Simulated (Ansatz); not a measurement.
The reference is Ag in the fcc (Cu type) structure (space group Fm-3m, No. 225; a = 4.1483 Å; relaxed with 0.1 eV smearing).

All numbers come from PBE in Ansatz (plane waves to 420 eV, PAW, no spin-orbit coupling).

Base values:

| Item | Value |
|---|---|
| Pressure | 0.0 GPa |

One thing is altered: the cell is scaled by 0.9800 in all directions; the atoms relax in the strained cell.

Problem. Predict the new energy relative to the base and pressure.

Solution. The energy grows by 20 meV/atom; the pressure goes from zero to 6.6 GPa.

Stability against distortions was not tested.

Ansatz is a first-principles code.
